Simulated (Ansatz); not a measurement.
Given:

```yaml
crystal:
  lattice:
    - [0.00000, 3.73797, 3.73797]
    - [3.73797, 0.00000, 3.73797]
    - [3.73797, 3.73797, 0.00000]
  atoms:
    - { symbol: K, position: [0.25000, 0.25000, 0.25000] }
    - { symbol: K, position: [0.75000, 0.75000, 0.75000] }
    - { symbol: S, position: [0.00000, 0.00000, 0.00000] }
```

No spin polarisation.

Calculations: PBEsol (Ansatz, a first-principles code), scalar-relativistic without spin-orbit coupling. k-mesh 8×8×8 (Γ-centred); smearing 0.05 eV (Fermi–Dirac).

Q: What band gap does the calculation give?

A: 2.21 eV.

Q: Estimate the width of the top valence band.

A: 0.17 eV.

Load acts through the strain it causes; cell and atoms are relaxed under it. Stability against distortions was not tested. The cell was made from K2S in the anti-fluorite structure (space group Fm-3m, No. 225) by this change: pressure −1 GPa.
